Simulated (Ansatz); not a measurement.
Abridged Ansatz (an electronic-structure program) output:

```
Relaxation: its limit of steps is 50 (relax.max_steps)
Pseudopotential: Hf, paw, valence charge 26
Pseudopotential: O, paw, valence charge 6
Crystal: 3 atoms, lattice volume = 31.738 Å³
Basis set: ecut = 420 eV, 609 PW (Γ), exchange–correlation on 48×48×48 points (8 copies of the dense FFT grid, shifted against one another)
Bands: 23, of which v1, the nominal top of the filled ones, is band 19 counted from 1 (18 counted from 0)
Symmetry: 16 space group operations
k-points: 126 of 1331
Functional: x = slater, c = lda
SCF iter   1: F=—  HF=-16592.997578 eV  |F-HF|=—  |Δ(HF+E_count)|=         —  Δρ=1.87e-2  dr2=9.62e-2  ethr=1.77e-3  ⟨swp⟩=4.5  Hψ=10653  notcnv=0
SCF iter   2: F=—  HF=-16592.983889 eV  |F-HF|=—  |Δ(HF+E_count)|=   1.37e-2  Δρ=1.29e-2  dr2=3.85e-2  ethr=2.53e-4  ⟨swp⟩=2.0  Hψ=6278  notcnv=0
SCF 1 converged in 8 iterations: F = -16592.972753 eV  dr2 = 1.93e-11
relax step   1: F+E_penalty+E_count = -16592.97275345 eV  Δ(F+E_penalty+E_count) = +0.000e0 eV  max|allowed force component| = 8.415e-30 eV/Å  Δτ_max = 0.0000 Å  (8 SCF iters, accepted)
SCF converged after 8 iterations
Free energy (F): -16592.972753 eV
Internal energy: -16592.972753 eV  (E = F + TS)
E sigma→0 (E₀):  -16592.972753 eV
Fermi energy:    18.040442 eV
--- Forces (eV/Å), atoms counted from 1 ---
  atom   1  Hf    -0.00000000     0.00000000    -0.00000000
  atom   2  O      0.00000000     0.00000000     0.00000000
  atom   3  O      0.00000000     0.00000000     0.00000000
--- Stress (GPa, compression-positive) ---
       -1.695192       0.000000       0.000000
        0.000000      -1.695192       0.000000
        0.000000       0.000000      -8.809903
  P = ⅓ Tr σ = -4.0668 GPa (-40.668 kbar)
--- Relaxed structure (1 steps of the walk, 1 accepted, 0 SCFs on fresh bases) ---
  atoms:
    - { symbol: Hf, position: [0.0, 0.0, 0.0] }
    - { symbol: O, position: [0.25, 0.25, 0.25] }
    - { symbol: O, position: [0.75, 0.75, 0.7499999999999998] }
```

What was computed, and what are the main results?

HfO2, 3 atoms in the cell, with Ansatz LDA, scalar-relativistic without spin-orbit coupling. The last SCF converged to F = -16592.972753 eV, or -5530.9909 eV per atom, at a pressure of -4.07 GPa. The total energy compares only with runs of the same code, potentials and settings.

With Hf present, leaving out spin-orbit coupling can change the band edges. The cells carry an imposed strain or load. No phonon test of stability was made. The cell was made from HfO2 in the fluorite structure (space group Fm-3m, No. 225) by this change: uniaxial strain ε_zz = +1.50 %. This is not the structure that HfO2 has at room temperature and ambient pressure.

Keys are those of Ansatz 0.2.
